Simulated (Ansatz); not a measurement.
The starting structures come from a database of crystals and need not be the phases stable at ambient conditions.

The decay constant κ of evanescent states in the gap governs leakage through a thin film.

Given:

```
CaClF
1.0
    3.87647     0.00000     0.00000
    0.00000     6.84262     0.00000
    0.00000     0.00000     3.87647
Ca Cl F
2 2 2
Direct
  0.50000   0.19517   0.00000
  0.00000   0.80483   0.50000
  0.00000   0.35490   0.50000
  0.50000   0.64510   0.00000
  0.50000   0.00000   0.50000
  0.00000   0.00000   0.00000
```

Space group of this cell: P4/nmm. The cell is taken as given.

Transport runs along the normal of the first two printed cell vectors, the (100) plane of the conventional cell.

No gap correction and no spin-orbit coupling; mid-gap values are interpolated between computed energies.

Q: Predict the band gap and the smallest decay constant κ at mid-gap from Ansatz (a quantum-chemistry and plane-wave program) with r2SCAN.

A: Gap 6.27 eV on a 8×6×8 mesh; κ = 0.436 1/Å, at the zone centre.
